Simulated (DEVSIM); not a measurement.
System: Au/Al2O3/n-Ge capacitor, at 300 K.

```csv
layer (left to right),material,thickness (nm),Nd (cm⁻³)
1,Al2O3,7.50,-
2,Ge,13000,2.1e15
```

Metal gate on the left, work function 5.1 eV. Fixed charge at the semiconductor interface 0 cm⁻² (in units of +e); no interface traps.

Constants are typed, rounded textbook-type inputs, not results; the design itself was drawn at random and stands for no fabricated device. Values at 300 K.

```tsv
parameter	Al2O3	Ge
gap (eV)	6.8	0.664
affinity (eV)	1.35	4
permittivity	9	16
Nc (cm⁻³)	-	1.04e19
Nv (cm⁻³)	-	6e18
```

Simulated with DEVSIM: 1D Poisson equation in equilibrium, Boltzmann statistics, complete ionisation; no quantum confinement or tunnelling. Metal contacts follow the ideal Schottky-Mott rule: no Fermi-level pinning, no interface dipoles.

The fixed charge was swept, all else fixed.

```tsv
fixed charge (cm^-2)	threshold voltage (band bending 2φF) (V)	flat-band voltage (V)
-1.38e12	0.84	1.09
-6.9e11	(withheld)	0.98
0	0.63	0.88
6.9e11	0.52	0.78
1.38e12	0.42	0.67
```

### Question
Complete the blanks.

### Answer

- -6.9e11, threshold voltage (band bending 2φF) (V): 0.73
